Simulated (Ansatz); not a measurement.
TlCl, response to strain

Consider TlCl in the rock salt structure (space group Fm-3m, No. 225; a = 6.333 Å; a model cell, its experimental status unchecked). Axes: x, y, z lie along the cube axes.

Strains are applied to the cell and any free atomic positions relax; under biaxial strain the out-of-plane vector relaxes too.

Level of theory: Ansatz (a first-principles code) PBEsol, spin-orbit coupling left out.

Notes on the quantities. pressure: mean of the normal stresses, compression positive; energy relative to the base: free energy F.

```tsv
variant	space group	pressure	gap character	electron mass	energy relative to the base
base	Fm-3m (No. 225)	0.0 kbar	direct at L	0.26 mₑ along k, 0.36 mₑ across (at L)	0 meV/atom
biaxial strain −3.45 %, plane normal [001], relaxed out of plane	I4/mmm (No. 139)	17.0 kbar	direct at N	0.23 mₑ along k, 0.35 mₑ across (at L)	+16 meV/atom
biaxial strain −0.67 %, plane normal [001], relaxed out of plane	I4/mmm (No. 139)	2.7 kbar	direct at N	0.26 mₑ along k, 0.36 mₑ across (at L)	+0.5 meV/atom
biaxial strain −0.98 %, plane normal [110], relaxed out of plane	Immm (No. 71)	2.2 kbar	indirect, S → R	0.26 mₑ along k, 0.36 mₑ across (at L)	+0.6 meV/atom
biaxial strain −0.61 %, plane normal [110], relaxed out of plane	Immm (No. 71)	1.3 kbar	indirect, S → R	0.26 mₑ along k, 0.36 mₑ across (at L)	+0.2 meV/atom
biaxial strain −1.17 %, plane normal [111], relaxed out of plane	R-3m (No. 166)	1.3 kbar	indirect, T → L	–	+0.5 meV/atom
isotropic strain −2.78 %	Fm-3m (No. 225)	24.3 kbar	direct at L	0.22 mₑ along k, 0.34 mₑ across (at L)	+18 meV/atom
isotropic strain +2.01 %	Fm-3m (No. 225)	-11.9 kbar	direct at L	0.29 mₑ along k, 0.38 mₑ across (at L)	+7.7 meV/atom
uniaxial strain ε_xx = −1.55 %	I4/mmm (No. 139)	4.0 kbar	direct at N	0.26 mₑ along k, 0.36 mₑ across (at L)	+1.3 meV/atom
uniaxial strain ε_xx = +0.82 %	I4/mmm (No. 139)	-1.8 kbar	direct at N	0.27 mₑ along k, 0.36 mₑ across (at L)	+0.3 meV/atom
```

Spin-orbit coupling, missing from the scalar runs, can matter with Tl. Effective masses come from finite differences of ±0.01 Å⁻¹. Along k means along the line from Γ to the band edge. Whether these cells are dynamically stable was not tested. This is not the structure that TlCl has at room temperature and ambient pressure. k-point labels follow each cell's own Brillouin zone.
